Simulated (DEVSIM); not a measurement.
System: Schottky contact on n-type GaN, at 350 K.

```tsv
layer (left to right)	material	thickness (μm)	Nd (cm⁻³)	τn (s)	τp (s)
1	GaN	1.90	2.7e15	7.6e-9	7.6e-9
2	GaN	10.0	1.2e18	7.6e-9	7.6e-9
```

Left contact: Schottky, work function 5.74 eV, emission velocity 3.4e6 cm/s. Right contact: ohmic. Voltage is applied to the left contact. Recombination: SRH at mid-gap, radiative, Auger. Mobility is constant in doping.

This is a model device: material constants are rounded textbook-type values typed into the input, and sizes, dopings and lifetimes were drawn at random. Values at 300 K; Nc and Nv go as T^1.5, mobilities as T to minus their exponent, the gap by Varshni's rule with the affinity fixed.

| parameter | GaN |
|---|---|
| gap (eV) | 3.43 |
| affinity (eV) | 4.1 |
| permittivity | 9.5 |
| Nc (cm⁻³) | 2.3e18 |
| Nv (cm⁻³) | 4.6e19 |
| μn (cm²/Vs) | 1200 |
| μp (cm²/Vs) | 100 |
| T exponent of μn | 1.5 |
| T exponent of μp | 2 |
| B (cm³/s) | 1e-11 |
| Cn (cm⁶/s) | 1e-30 |
| Cp (cm⁶/s) | 1e-30 |
| Varshni α (eV/K) | 0.00091 |
| Varshni β (K) | 830 |

Model (solved in DEVSIM): 1D drift-diffusion, Boltzmann statistics, complete ionisation; no tunnelling, impact ionisation, image-force lowering or self-heating. Metal contacts follow the ideal Schottky-Mott rule: no Fermi-level pinning, no interface dipoles.

Question: Tabulate band edges, carrier densities and field at 1.15 V on the left contact.

Answer: Energies count from the Fermi level of the right contact; mesh points crowd at the junctions.

```json
[
 {"x (μm)": "0.000", "Ec (eV)": "0.490", "Ev (eV)": "-2.918", "n (cm⁻³)": "2.1e11", "p (cm⁻³)": "< 1e2", "field (V/cm)": "-16000"},
 {"x (μm)": "0.02995", "Ec (eV)": "0.444", "Ev (eV)": "-2.964", "n (cm⁻³)": "1.1e12", "p (cm⁻³)": "< 1e2", "field (V/cm)": "-14000"},
 {"x (μm)": "0.09160", "Ec (eV)": "0.365", "Ev (eV)": "-3.043", "n (cm⁻³)": "1.6e13", "p (cm⁻³)": "< 1e2", "field (V/cm)": "-11000"},
 {"x (μm)": "0.2329", "Ec (eV)": "0.254", "Ev (eV)": "-3.154", "n (cm⁻³)": "6.3e14", "p (cm⁻³)": "< 1e2", "field (V/cm)": "-4600"},
 {"x (μm)": "0.6996", "Ec (eV)": "0.211", "Ev (eV)": "-3.197", "n (cm⁻³)": "2.7e15", "p (cm⁻³)": "< 1e2", "field (V/cm)": "-17"},
 {"x (μm)": "1.295", "Ec (eV)": "0.210", "Ev (eV)": "-3.198", "n (cm⁻³)": "2.7e15", "p (cm⁻³)": "< 1e2", "field (V/cm)": "≈ 0"},
 {"x (μm)": "1.641", "Ec (eV)": "0.208", "Ev (eV)": "-3.200", "n (cm⁻³)": "2.9e15", "p (cm⁻³)": "< 1e2", "field (V/cm)": "-310"},
 {"x (μm)": "1.824", "Ec (eV)": "0.180", "Ev (eV)": "-3.228", "n (cm⁻³)": "7.3e15", "p (cm⁻³)": "< 1e2", "field (V/cm)": "-4700"},
 {"x (μm)": "1.879", "Ec (eV)": "0.128", "Ev (eV)": "-3.280", "n (cm⁻³)": "4.1e16", "p (cm⁻³)": "< 1e2", "field (V/cm)": "-19000"},
 {"x (μm)": "1.903", "Ec (eV)": "0.040", "Ev (eV)": "-3.369", "n (cm⁻³)": "7.8e17", "p (cm⁻³)": "< 1e2", "field (V/cm)": "-34000"},
 {"x (μm)": "1.937", "Ec (eV)": "0.027", "Ev (eV)": "-3.381", "n (cm⁻³)": "1.2e18", "p (cm⁻³)": "< 1e2", "field (V/cm)": "≈ 0"},
 {"x (μm)": "2.052", "Ec (eV)": "0.027", "Ev (eV)": "-3.381", "n (cm⁻³)": "1.2e18", "p (cm⁻³)": "< 1e2", "field (V/cm)": "≈ 0"},
 {"x (μm)": "2.258", "Ec (eV)": "0.027", "Ev (eV)": "-3.381", "n (cm⁻³)": "1.2e18", "p (cm⁻³)": "< 1e2", "field (V/cm)": "≈ 0"},
 {"x (μm)": "2.737", "Ec (eV)": "0.027", "Ev (eV)": "-3.381", "n (cm⁻³)": "1.2e18", "p (cm⁻³)": "< 1e2", "field (V/cm)": "≈ 0"},
 {"x (μm)": "4.351", "Ec (eV)": "0.027", "Ev (eV)": "-3.381", "n (cm⁻³)": "1.2e18", "p (cm⁻³)": "< 1e2", "field (V/cm)": "≈ 0"},
 {"x (μm)": "7.292", "Ec (eV)": "0.027", "Ev (eV)": "-3.381", "n (cm⁻³)": "1.2e18", "p (cm⁻³)": "< 1e2", "field (V/cm)": "≈ 0"},
 {"x (μm)": "9.783", "Ec (eV)": "0.027", "Ev (eV)": "-3.381", "n (cm⁻³)": "1.2e18", "p (cm⁻³)": "< 1e2", "field (V/cm)": "≈ 0"},
 {"x (μm)": "10.97", "Ec (eV)": "0.027", "Ev (eV)": "-3.381", "n (cm⁻³)": "1.2e18", "p (cm⁻³)": "< 1e2", "field (V/cm)": "≈ 0"},
 {"x (μm)": "11.59", "Ec (eV)": "0.027", "Ev (eV)": "-3.381", "n (cm⁻³)": "1.2e18", "p (cm⁻³)": "< 1e2", "field (V/cm)": "≈ 0"},
 {"x (μm)": "11.77", "Ec (eV)": "0.027", "Ev (eV)": "-3.381", "n (cm⁻³)": "1.2e18", "p (cm⁻³)": "< 1e2", "field (V/cm)": "≈ 0"},
 {"x (μm)": "11.86", "Ec (eV)": "0.027", "Ev (eV)": "-3.381", "n (cm⁻³)": "1.2e18", "p (cm⁻³)": "< 1e2", "field (V/cm)": "≈ 0"},
 {"x (μm)": "11.90", "Ec (eV)": "0.027", "Ev (eV)": "-3.381", "n (cm⁻³)": "1.2e18", "p (cm⁻³)": "< 1e2", "field (V/cm)": "≈ 0"}
]
```
